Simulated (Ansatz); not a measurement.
## Amorphous Si20B10N30

Preparation: random packing, a CHGNet melt and quench, and a DFT relaxation. N atoms were pushed apart under 1.9 Å during the dynamics, to hinder bonds among them. The hot cell started wider than the set density and was brought back towards it in steps. It is the lowest in DFT energy of 2 quenches. It is a model cell: composition and starting density were chosen by hand, and all elements were melted together. No dispersion term was used. Cycles of charging and discharging annealed it further.

Methods: PBE, scalar-relativistic without spin-orbit coupling (Ansatz, a program for electronic structure); r2SCAN, scalar-relativistic without spin-orbit coupling (Ansatz); HSE06, scalar-relativistic without spin-orbit coupling (Ansatz). Geometry, pressure, stress and energy are those of the PBE run. Its sampling: a 2×2×2 Γ-centred mesh; Fermi-Dirac width 0.02 eV; no spin polarisation. Other functionals are single points at the zone centre (r2SCAN at 500 eV; exact exchange cut at the cell's faces), free to take moments where seeds were set. The usual formal charges leave 20 electrons over, so the level spacing at the Fermi energy parts defect or band states and needn't be the band gap.

The number of atoms in the cell is 60 and the density (held, not predicted) is 2.40 g/cm³. The volume per atom comes out as 12.57 Å³, the pressure on a 2×2×2 Γ-centred mesh is -3.94 GPa and the largest force and stress component on that mesh (the relaxation ran on the zone centre alone) is 0.34 eV/Å and 4.4 GPa. The energy relative to beta Si3N4 + bulk hexagonal BN (AA') + silicon (lowest mix at this level among the phases computed, not always the ambient ones) is 0.485 eV/atom, the level spacing at the Fermi energy on a 2×2×2 Γ-centred mesh (PBE) is 1.50 eV and the level spacing at the Fermi energy at the zone centre (PBE) is 1.52 eV. The level spacing at the Fermi energy at the zone centre (r2SCAN) is 1.78 eV and the level spacing at the Fermi energy at the zone centre (HSE06) comes out as 2.47 eV.

Cut-offs for bonds: Si-Si 2.60 Å, Si-B 2.28 Å, Si-N 2.14 Å, B-B 1.97 Å, B-N 1.76 Å, N-N 1.70 Å. Two cations that share two anions don't count as bonded, nor two that share one unless they lie closer than Si-Si 2.38 Å, Si-B 2.09 Å, B-B 1.80 Å.

```
Quantity                                                                                                       Result
---------------------------------  ----------------------------------------------------------------------------------
Mean coordination of Si by anions  3.20 (4 with 2, 8 with 3, 8 with 4); 11 close contacts or bonds to cations besides
Mean coordination of B by anions              2.70 (3 with 2, 7 with 3); 3 close contacts or bonds to cations besides
Mean coordination of N                                                                     3.03 (29 with 3, 1 with 4)
Mean Si-N bond                                                                   1.789 Å (spread 0.059 Å, 64 counted)
Mean B-N bond                                                                    1.479 Å (spread 0.038 Å, 27 counted)
```

Its density started from a set value of 2.40 g/cm³. The simulated quench (nominally 760 K/ps over its main leg) is rapid and tends to freeze in more defects than a deposited or slowly cooled glass has. One small periodic cell is one sample of the glass; other quenches scatter about these values. The volume was held where the preparation left it and the shape relaxed, at a PBE pressure of -3.9 GPa (tension). Stress components on the final sampling reach 4.4 GPa. On a 2×2×2 Γ-centred mesh force components of up to 0.34 eV/Å stay, since the relaxation ran on the zone centre alone. Cycles of charging lowered its energy after that relaxation.
